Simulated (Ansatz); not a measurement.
Take MgTe in the wurtzite structure (space group P6_3mc, No. 186; a = 4.5089 Å, c = 7.3377 Å) as the base. Axes: x lies along a and z along c of the hexagonal cell.

Calculations: LDA (Ansatz, a quantum-chemistry and plane-wave program; PAW; 420 eV plane waves; scalar-relativistic without spin-orbit coupling).

Before the change:

* **Pressure**: 0.00 GPa

Now apply this change: a pure shear with ε_xz = ε_zx = 0.0133, atoms relaxed at fixed cell.

**Question.** Predict the new energy relative to the base.

**Answer.** The energy grows by 0.7 meV/atom.

**Question.** How does this affect the largest internal atomic displacement?

**Answer.** The largest internal atomic displacement comes out as 0.010 Å.

**Question.** What does the calculation give for the pressure after the change?

**Answer.** The pressure (mean of the normal stresses, compression positive) remains 0.00 GPa.

The cells carry an imposed strain or load. Whether these cells are dynamically stable was not tested.
